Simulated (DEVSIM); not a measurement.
Structure: Si p+/n-/n+ power diode, at 300 K.

```
layer (left to right)  material  thickness (μm)  Nd (cm⁻³)  Na (cm⁻³)  τn (s)  τp (s)
---------------------  --------  --------------  ---------  ---------  ------  ------
1                            Si            3.90          -     2.4e18  7.8e-5  7.8e-5
2                            Si            16.0       2e15          -  7.8e-5  7.8e-5
3                            Si            4.40     3.7e18          -  7.8e-5  7.8e-5
```

Left contact: ohmic. Right contact: ohmic. Voltage is applied to the left contact. Recombination: SRH at mid-gap, radiative. Mobility is constant in doping.

The device is made up for the run: typed textbook-type constants, with dimensions and the other settings drawn at random. Values at 300 K.

```csv
parameter,Si
gap (eV),1.124
affinity (eV),4.05
permittivity,11.7
Nc (cm⁻³),2.86e19
Nv (cm⁻³),3.1e19
μn (cm²/Vs),1417
μp (cm²/Vs),470
B (cm³/s),4.7e-15
```

Simulated with DEVSIM: 1D drift-diffusion, Boltzmann statistics, complete ionisation; no tunnelling, impact ionisation, image-force lowering or self-heating.

Give the dark forward current.


(V (V), J (A/cm²)): (0.05, 1.4e-10); (0.10, 5.2e-10); (0.15, 1.7e-9); (0.20, 6.4e-9); (0.25, 2.8e-8); (0.30, 1.5e-7); (0.35, 9.0e-7); (0.40, 5.8e-6); (0.45, 3.9e-5); (0.50, 0.00027); (0.55, 0.0018); (0.60, 0.012); (0.65, 0.077); (0.70, 0.51); (0.75, 3.4); (0.80, 22); (0.85, 130); (0.90, 700); (0.95, 2900)
